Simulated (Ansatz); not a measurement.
**InP: response to strain**

Take InP in the zinc blende structure (space group F-43m, No. 216; a = 5.907 Å) as the base. Axes: x, y, z lie along the cube axes.

Strains are applied to the cell and any free atomic positions relax; under biaxial strain the out-of-plane vector relaxes too.

Method: r2SCAN in Ansatz (plane waves to 500 eV, PAW, spin-orbit coupling left out).

Notes on the quantities. energy relative to the base: free energy F.

| change | volume per atom | electron mass | energy relative to the base | band gap |
|---|---|---|---|---|
| base | 25.76 Å³ | 0.074 mₑ (at Γ) | 0 meV/atom | 1.03 eV |
| biaxial strain −2.50 %, plane normal [111], relaxed out of plane | 24.86 Å³ | 0.074 mₑ out of plane, 0.090 mₑ in plane (at Γ) | +15 meV/atom | 1.08 eV |
| biaxial strain −2.08 %, plane normal [111], relaxed out of plane | 25.01 Å³ | 0.075 mₑ out of plane, 0.087 mₑ in plane (at Γ) | +10 meV/atom | 1.08 eV |
| biaxial strain −1.67 %, plane normal [111], relaxed out of plane | 25.16 Å³ | 0.075 mₑ out of plane, 0.084 mₑ in plane (at Γ) | +6.7 meV/atom | 1.08 eV |
| biaxial strain −1.25 %, plane normal [111], relaxed out of plane | 25.31 Å³ | 0.075 mₑ out of plane, 0.081 mₑ in plane (at Γ) | +3.7 meV/atom | 1.07 eV |
| biaxial strain −0.83 %, plane normal [111], relaxed out of plane | 25.46 Å³ | – | +1.6 meV/atom | 1.06 eV |
| biaxial strain −0.42 %, plane normal [111], relaxed out of plane | 25.61 Å³ | 0.075 mₑ (at Γ) | +0.4 meV/atom | 1.05 eV |

Masses are band curvatures over ±0.01 Å⁻¹ around the edge. Stability against distortions was not tested.

Ansatz is a first-principles code.
